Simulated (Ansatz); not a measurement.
Ansatz (a first-principles code) run on YCo (Cm, 4 atoms in the cell): self-consistent single point.

Method: PBEsol, default PAW files made with PBE (plane waves; Ansatz).

```
YCo
1.0
    2.06129    -5.19952     0.00000
    2.06129     5.19952     0.00000
    0.00000     0.00000     3.83497
Y Co
2 2
Cartesian
  2.06129   3.71475   1.00874
  2.06129  -3.71475   2.87623
  2.06129   0.55333   0.95874
  2.06129  -0.55333   2.87623
```
Moments meant for the start (each program seeds them in its own way; μB, in the order of the atoms Y Y Co Co): 1.0 1.0 3.0 3.0.

Reference input (self-consistent single point, DFT, PBEsol, plane waves, default PAW files made with PBE): basis.ecutwfc = 420 eV; kpoints.mp_grid.grid = 5 5 5; hamiltonian.xc = pbesol; hamiltonian.pseudopotentials = {kind: paw} (the program's default PAW files); magnetization.spin_polarized = true; scf.occupations.method = gaussian; scf.occupations.width = 0.1 eV. This run's input differs from it in these lines:

Ansatz 0.2 input:
```diff
@@ -14,3 +14,3 @@
   mp_grid:
-    grid: [5, 5, 5]
+    grid: [9, 9, 9]
 hamiltonian:
@@ -24,3 +24,3 @@
     method: gaussian
-    width: 0.1 eV
+    width: 0.02 eV
 output:
```

Log, with long lists cut:

```
SCF iter   1: F=—  HF=-17776.103078 eV  |F-HF|=—  |Δ(HF+E_count)|=         —  Δρ=1.29e-1 (↑1.29e-1 ↓1.09e-1)  dr2=2.87e0  dr2_m=1.04e1  M=2.431 μB ∫|m|=2.647 μB  β_m=0.30  ethr=3.10e-3  ⟨swp⟩=6.1  Hψ=56710  notcnv=0
Mixer restart at iter 1: flushing history
all-band conjugate gradients solve this SCF's bands
preconditioner: auto → Kerker (q_TF=auto, 2.559 Å⁻¹)
spin=Collinear: Kerker preconditioning applied to the charge; magnetization (m = ρ↑ − ρ↓) channel mixes plain (no charge-response kernel on spin).
   [... lines left out ...]
SCF iter  15: F=—  HF=-17776.775617 eV  |F-HF|=—  |Δ(HF+E_count)|=   1.51e-8  Δρ=4.34e-6 (↑4.34e-6 ↓4.17e-6)  dr2=4.30e-8  dr2_m=2.97e-10  M=0.481 μB ∫|m|=1.343 μB  β_m=0.98  ethr=8.92e-10  ⟨swp⟩=1.9  Hψ=19218  notcnv=0  defer=1859
SCF iter  16: F=-17776.775617 eV  HF=-17776.775618 eV  |F-HF|=6.59e-8  |Δ(HF+E_count)|=   6.56e-9  Δρ=6.15e-6 (↑4.00e-6 ↓6.15e-6)  dr2=7.10e-8  dr2_m=1.45e-9  M=0.481 μB ∫|m|=1.343 μB  ethr=7.67e-11  ⟨swp⟩=8.8  Hψ=63840  notcnv=0
SCF 1 converged in 16 iterations: F = -17776.775617 eV  dr2 = 7.10e-8
WARN: the starting moments were not kept: 2 of 4 ended reversed and 2 kept their direction, counting a site from 0.1 of the cell's largest site moment …
Magnetization: 0.4808 μB (28.2404 up, 27.7596 down)
   [... lines left out ...]
Absolute magnetization: 1.3431 μB (∫|ρ↑−ρ↓|, with the PAW one-centre terms)
Free energy (F): -17776.775617 eV
Fermi energy:    12.204799 eV
   [... lines left out ...]
  atom   4  Co     0.00000000     0.08237427     0.04431954
--- Stress (GPa, compression-positive) ---
       -4.854146       0.000000       0.000000
        0.000000      -4.511078      -0.008431
        0.000000      -0.008431      -3.371369
  P = ⅓ Tr σ = -4.2455 GPa (-42.455 kbar)
  The stress holds the Pulay correction. Without it, at fixed plane waves, as pw.x and ABINIT print it: P = -4.2957 GPa
```

The run converged in 16 iterations. Against the reference run the free energy rises by 2.2 meV/atom, the pressure goes from -4.04 to -4.25 GPa, the largest force goes from 0.159 to 0.164 eV/Å and the size of the net moment goes from 0.17 to 0.12 μB/atom.

The starting cell comes from a database of computed structures (which also holds hypothetical and non-ambient phases and stackings), without a prior relaxation at this level. Its lattice was rescaled by up to half a per cent. One atom was moved a little off its site on purpose. The moments shrank to a small part of their start, a low-spin state that need not be the lowest. The program warned that a starting moment was not kept. With a pressure of about -4 GPa the cell is away from its equilibrium volume at this level. Ansatz's pressure includes its estimate of the finite-basis (Pulay) stress.

Cost on one core of a shared machine: roughly 4 min.
